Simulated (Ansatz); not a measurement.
We consider TiSi (Cmmm, No. 65, 2 atoms in the cell; start mp-22558), described by r²SCAN (plane waves, PAW; Ansatz, a first-principles code).

Run with plane-wave cutoff 560 eV, 20×20×14 k mesh (along the axes of the cell as run), Fermi–Dirac smearing 0.05 eV, no spin polarisation, scalar-relativistic PAW data made under PBE.

Cell (relaxed at this level):

```cif
data_Si2Ti2
_chemical_formula_sum 'Ti2 Si2'
_space_group_name_H-M_alt 'Cmmm'
_space_group_IT_number 65
_space_group_name_Hall '-C 2 2'
_cell_length_a 3.64105
_cell_length_b 4.14512
_cell_length_c 3.81030
_cell_angle_alpha 90.000
_cell_angle_beta 90.000
_cell_angle_gamma 90.000
loop_
_space_group_symop_operation_xyz
  'x, y, z'
  '-x, -y, -z'
  '-x, -y, z'
  'x, y, -z'
  'x, -y, -z'
  '-x, y, z'
  '-x, y, -z'
  'x, -y, z'
  'x+1/2, y+1/2, z'
  '-x+1/2, -y+1/2, -z'
  '-x+1/2, -y+1/2, z'
  'x+1/2, y+1/2, -z'
  'x+1/2, -y+1/2, -z'
  '-x+1/2, y+1/2, z'
  '-x+1/2, y+1/2, -z'
  'x+1/2, -y+1/2, z'
loop_
_atom_site_label
_atom_site_type_symbol
_atom_site_symmetry_multiplicity
_atom_site_Wyckoff_symbol
_atom_site_fract_x
_atom_site_fract_y
_atom_site_fract_z
_atom_site_occupancy
Ti1 Ti 2 b 0.00000 0.50000 0.00000 1
Si1 Si 2 d 0.50000 0.50000 0.50000 1
```
(The calculation used a cell of 2 atoms; values per cell refer to that cell.)

Task: Predict the bulk modulus B0.

Result: 
bulk modulus B0: 131 GPa

Note: the bulk modulus is −V dP/dV from two relaxed cells at ±2 % in volume; the relaxation could not lower the start's symmetry, so the cell can be a saddle point above a distorted one.

The computed numbers hold no vibrational or temperature effects.

A start named mp-… is a Materials Project structure, which need not be a measured phase.
